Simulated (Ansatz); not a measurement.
A free linear chain of Te atoms, stretched and compressed along its axis from its relaxed period of 5.535 Å, atoms relaxed at each length.

Calculation: PBE (plane waves to 420 eV, PAW; Ansatz, a first-principles code). Mesh 1×1×54. No spin polarisation, so a magnetic state wasn't tested. One-dimensional cell, images about 11 Å apart. A hypothetical model. Only distortions within the start's symmetry and period were free. Pairing along the axis, which can open a gap, is among the distortions not tried. Values not marked SOC lack spin–orbit coupling. Buckling under compression is shut out by symmetry and the short period. Energies are free energies at a Fermi–Dirac width of 0.02 eV, from the unstrained cell.

| strain (%) | energy (meV a period) | axial force (nN) |
|---|---|---|
| -3.0 | (withheld) | (withheld) |
| -1.5 | +15 | -0.57 |
| 0.0 | 0 | +0.01 |
| +1.5 | (withheld) | (withheld) |
| +3.0 | +53 | +0.92 |

Problem. What belongs in the gaps?

Solution. 
- +1.5, energy (meV a period): +15
- +1.5, axial force (nN): +0.55
- -3.0, energy (meV a period): +60
- -3.0, axial force (nN): -1.19
